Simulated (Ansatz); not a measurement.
Start from TiO$_{2}$ in the rutile structure (space group P4_2/mnm, No. 136).

```
TiO2
1.0
    4.59120     0.00000     0.00000
    0.00000     4.59120     0.00000
    0.00000     0.00000     2.93905
Ti O
2 4
Direct
  0.00000   0.00000   0.00000
  0.50000   0.50000   0.50000
  0.30444   0.30444   0.00000
  0.80444   0.19556   0.50000
  0.19556   0.80444   0.50000
  0.69556   0.69556   0.00000
```

Cartesian axes are those of the cell as printed.

Computed with PBEsol (Ansatz, an electronic-structure program, PAW, without spin-orbit coupling).

Strains are applied to the cell and any free atomic positions relax; under biaxial strain the out-of-plane vector relaxes too.

One change was made to it. Results:

The pressure (mean of the normal stresses, compression positive) goes from zero to -6.46 GPa; the band gap rises by 0.08 eV, from 1.87 eV to 1.95 eV.

### Question
Which of these changes matches the shifts?
(A) biaxial strain +1.20 %, plane normal [001], relaxed out of plane
(B) biaxial strain +3.00 %, plane normal [001], relaxed out of plane
(C) biaxial strain +2.40 %, plane normal [001], relaxed out of plane

### Answer
B, biaxial strain +3.00 %, plane normal [001], relaxed out of plane. For comparison, the pressure in the other runs: biaxial strain +1.20 %, plane normal [001], relaxed out of plane gives -2.81 GPa; biaxial strain +2.40 %, plane normal [001], relaxed out of plane gives -5.32 GPa.

No phonon test of stability was made. The final runs are not spin-polarised.
